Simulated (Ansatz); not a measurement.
## What biaxial strain +3.00 %, plane normal [001], relaxed out of plane does to Cs2AgBiBr6

Take Cs$_{2}$AgBiBr$_{6}$ (space group Fm-3m, No. 225; a = 10.996 Å) as the base. Axes: x, y, z lie along the cube axes.

It is then changed as follows: tensile biaxial strain of 3.00 % in the plane normal to [001], as in epitaxy on a mismatched substrate; the out-of-plane cell vector and the atoms relax.

Level of theory: DFT with LDA, PAW potentials and a 420 eV plane-wave cutoff in Ansatz (a first-principles code), spin-orbit coupling left out. Γ-centred 5×5×5 mesh, Fermi–Dirac width 0.05 eV.

The volume per atom increases by 1.36 Å³ (33.24 Å³ → 34.60 Å³) and the space group changes from Fm-3m (No. 225) to I4/mmm (No. 139). The shortest interatomic distance decreases by 0.092 Å to 2.597 Å and the energy increases by 10 meV/atom. The pressure (mean of the normal stresses, compression positive) drops by 1.01 GPa (-0.01 GPa → -1.02 GPa) and the band gap drops by 0.115 eV (0.94 eV → 0.83 eV). The gap character amounts to indirect, M → N and the smallest direct gap increases by 0.05 eV, from 2.20 eV to 2.25 eV. The hole mass becomes 0.16 mₑ along k, 0.47 mₑ across (at X) (base: 0.15 mₑ along k, 0.62 mₑ across (at X)) and the out-of-plane strain is -1.88 %. The ratio −ε⊥/ε∥ is 0.63 and the mean in-plane stress (compression positive) comes out as -1.5 GPa.

Cost of the whole job for the changed cell (relaxation, final SCF and bands): about 2.2 core-minutes (a rough figure).

Spin-orbit coupling, missing from the scalar runs, can matter with Bi. Effective masses come from finite differences of ±0.01 Å⁻¹. Along k means along the line from Γ to the band edge. Whether these cells are dynamically stable was not tested. k-point labels follow each cell's own Brillouin zone.
